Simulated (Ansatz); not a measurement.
Start from ZnS in the zinc blende structure (space group F-43m, No. 216).

```
ZnS
1.0
    0.00000     2.69456     2.69456
    2.69456     0.00000     2.69456
    2.69456     2.69456     0.00000
S Zn
1 1
Direct
  0.75000   0.75000   0.75000
  0.00000   0.00000   0.00000
```

Cartesian axes are those of the cell as printed.

All numbers come from r2SCAN (Ansatz, a first-principles code), no spin-orbit coupling.

Strains are applied to the cell and any free atomic positions relax; under biaxial strain the out-of-plane vector relaxes too.

One change was made to it. Results:

| quantity | base | after |
|---|---|---|
| valley order (the lowest conduction-band minima on the path, energy above the VBM, named in the base's zone) | Γ 2.70 eV; X along ⟨100⟩ 3.71 eV; L along ⟨111⟩ 3.82 eV | Γ 2.71 eV; X along [010] 3.60 eV; X along [001] 3.75 eV; L along [111] 3.80 eV |
| energy relative to the base (free energy F) | 0 meV/atom | +1.9 meV/atom |

What was done to the base?
(A) uniaxial strain ε_yy = +0.56 %
(B) isotropic strain +1.88 %
(C) biaxial strain −1.25 %, plane normal [001], relaxed out of plane
(D) uniaxial strain ε_xx = −0.38 %

C, biaxial strain −1.25 %, plane normal [001], relaxed out of plane. For comparison, the valley order in the other runs: isotropic strain +1.88 % gives Γ 2.45 eV; L along ⟨111⟩ 3.71 eV; X along ⟨100⟩ 3.82 eV; uniaxial strain ε_yy = +0.56 % gives Γ 2.67 eV; X along [001] 3.70 eV; X along [010] 3.73 eV; L along [1-1-1] 3.81 eV; uniaxial strain ε_xx = −0.38 % gives Γ 2.71 eV; X along [100] 3.67 eV; X along [001] 3.69 eV; L along [1-1-1] 3.82 eV.

The levels and masses belong to the bands next to the band gap. Stability against distortions was not tested.
